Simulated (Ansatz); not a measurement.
**GaAs: energy against volume**

GaAs (zinc blende, F-43m, 23.709 Å³/atom and stress up to 0.01 GPa in the relaxed cell, cube axes along x, y and z) under an equal strain ε along all three axes. PBE in Ansatz, a plane-wave DFT program (PAW, default set), 420 eV, 10×10×10 Γ-centred mesh, Fermi-Dirac smearing 0.05 eV; ions are relaxed, or left where forces stay under 0.02 eV/Å, within the symmetry of each cell. Against the start cell, which lies near the measured one, the relaxed cell differs by 5.2 % in volume; the values below rest on it.

Here V stands for volume and E for E less E0.

```csv
volume (Å³/atom),E less E0 (meV/atom),pressure (GPa)
21.6385,?,?
22.3146,17.34,4.24
22.6579,9.54,3.06
23.0047,4.14,1.96
23.3550,1.00,0.94
23.7089,0.00,0.00
24.0663,1.00,-0.86
24.4273,3.86,-1.67
24.7919,8.52,-2.42
25.1601,14.88,-3.11
```

**Question.** Fit E against V with the third-order Birch-Murnaghan form, a cubic in V^(-2/3), and predict the withheld value at V = 21.6385.

**Answer.** With u = V^(-2/3) - 0.1212, the rows have u = 0.0049655, 0.0036879, 0.0024295, 0.0011902, -0.0000308, -0.0012334, -0.0024183, -0.0035857, -0.0047360. Least squares gives E = -0.008 + 33.1·u + 683257·u² + 2721033·u³. Residuals (row less fit): 0.004, -0.003, -0.004, -0.004, 0.008, 0.015, -0.009, -0.013, 0.009; standard error 0.011 (degrees of freedom: 5). Its minimum lies at u = -0.0000242, so V0 = (0.1211758)^(-3/2) = 23.71. There d²E/du² = 1366000 and d³E/du³ = 1.633e7, so B0 = (4/9) × 23.71^(-7/3) × 1366000 × 0.160218 = 60.3 GPa (the last factor turns the table's units into GPa), and B0' = 4 + (2/3) × 0.1211758 × (1.633e7)/1366000 = 5.0. B0' rests on the cubic coefficient alone and has a standard error of 0.1 from these residuals. At the withheld row, u = 0.0075800, so E = -0.008 + 33.1 × 0.0075800 + 683257 × 0.0075800² + 2721033 × 0.0075800³ = 40.685 meV/atom. The calculation gives 40.66 meV/atom, 0.025 meV/atom below the prediction (0.1 % of the range of E in the table). The row lies outside the fitted rows, so this is an extrapolation. From the scatter of the fitted rows alone, a prediction at this place has a standard error of 0.055 meV/atom, so the miss is 0.5 times that.

This level leaves no gap over 0.05 eV at strain 1.00, 1.50, 2.00 %. Other structures, which can take over under pressure, weren't tried. The same form fitted to the pressure column gives B0' = 4.8; series where the two differ by over 0.4 aren't shown. Rows are the converged runs of the series near zero and its far end, less any whose ions stayed unrelaxed beside relaxed ones; series whose fitted rows scatter by over a few per cent of the range, as at a crossing or softening among them, aren't shown in this form.
